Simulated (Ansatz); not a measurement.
Response to strain in KTaO3

Take KTaO$_{3}$ in the cubic perovskite structure (space group Pm-3m, No. 221; a = 4.024 Å) as the base.

Strains are applied to the cell and any free atomic positions relax.

Calculations: Kohn–Sham DFT with the PBE functional, run in Ansatz (a first-principles code) with PAW and 420 eV plane waves, without spin-orbit coupling.

| isotropic strain (%) | pressure (GPa) |
|---|---|
| 0 | 0.0 |
| 0.6 | ? |
| 1.2 | -6.2 |
| 1.8 | -8.9 |
| 2.4 | -11.4 |
| 3 | -13.7 |

Question: Fit P = P₀ − Bδ + Cδ² with δ = (1 + ε)³ − 1 to the rows shown and predict the withheld row.

Answer: Least squares on the printed values gives P₀ = 0.0 GPa, B = 183 GPa, C = 384 GPa (largest residual 0.0 GPa); this predicts -3.2 GPa, and the run gives -3.2 GPa, in agreement.

No phonon test of stability was made.
